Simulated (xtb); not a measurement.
xtb 6.7.1, GFN1-xTB: Cc1ccsc1C(=O)c1cc2sccc2s1, 24 atoms. The geometry is a generated start, not checked to be a minimum at this level.

| Item | Value |
|---|---|
| run flags | --grad |
| method | GFN1-xTB |
| --acc | 1 (default) |
| --etemp (K) | 300 (default) |
| basis functions | 98 |
| valence electrons | 80 |

```xyz
24

C     -3.5505    -0.6097    -0.8213
C     -2.8677     0.1059     0.2997
C     -3.4609     0.3293     1.5860
C     -2.6398     1.0353     2.4341
S     -1.1624     1.4508     1.6912
C     -1.5831     0.6347     0.2399
C     -0.6836     0.6516    -0.9116
O     -1.0835     0.9521    -2.0354
C      0.7164     0.2926    -0.6781
C      1.8005     0.8144    -1.3605
C      3.0242     0.2289    -0.9206
S      4.7092     0.4463    -1.3184
C      5.1400    -0.7569    -0.1765
C      4.0672    -1.3158     0.4794
C      2.8427    -0.7328     0.0330
S      1.1578    -0.9645     0.4098
H     -3.8197     0.0956    -1.6140
H     -4.4671    -1.0995    -0.4770
H     -2.8977    -1.3807    -1.2433
H     -4.4519    -0.0055     1.8705
H     -2.8448     1.3413     3.4510
H      1.7222     1.5806    -2.1231
H      6.1854    -1.0016    -0.0441
H      4.1473    -2.0926     1.2290
```

One run each on 1 thread. Values of broydamp tried: 0.02, 0.05, 0.1, 0.2, 0.4 (default), 0.6, 0.8, 1.

Task: Which value of broydamp needs the fewest SCC iterations, and what happens away from it?

Result: Fewest SCC iterations, within one of each other: 0.2 with 12, 0.4 (default) with 11. The count rises to 19 at 0.02. All converge to one solution.

```tsv
broydamp	SCC iterations	end
0.02	19	same solution
0.05	17	same solution
0.1	15	same solution
0.2	12	same solution
0.4 (default)	11	same solution
0.6	13	same solution
0.8	14	same solution
1	15	same solution
```
